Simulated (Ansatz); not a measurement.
For Ti5Ge3 (P6₃/mcm, No. 193), PBEsol (Ansatz, an electronic-structure program, PAW) gives:

| Property | Value |
|---|---|
| lattice constant a | 7.498 Å |
| c axis length | 5.147 Å |

What does r²SCAN+rVV10 (plane waves, PAW; Ansatz) give for the same quantities?


- lattice constant a: 7.530 Å (rises by 0.4 %)
- lattice parameter c: 5.180 Å (grows by 0.6 %)

Changes are worked out from the printed values.

Unless a cell is named, each level is at its own relaxed cell (PBEsol 15.66, r²SCAN+rVV10 15.90 Å³/atom).

Ansatz's density-functional and Hartree–Fock values are scalar-relativistic unless marked +SOC, with PAW data made under PBE.
